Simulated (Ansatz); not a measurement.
The parent structure is C in the diamond structure (space group Fd-3m, No. 227; a = 3.5603 Å).

Calculations: r2SCAN/PAW in Ansatz (an electronic-structure program), no spin-orbit coupling.

One change was made to it. Results:

```
quantity                          base    after
-----------------------------  -------  -------
band gap                       4.36 eV     zero
shortest interatomic distance  1.542 Å  2.351 Å
```

Task: Which change produced these results?
A) C → S
B) C → P
C) C → Be

Result: B, C → P. For comparison, the shortest interatomic distance in the other runs: C → Be gives 2.135 Å; C → S gives 2.493 Å.

Stability against distortions was not tested. As relaxed here, P, Be and S are hypothetical phases, not in the database extracts checked.
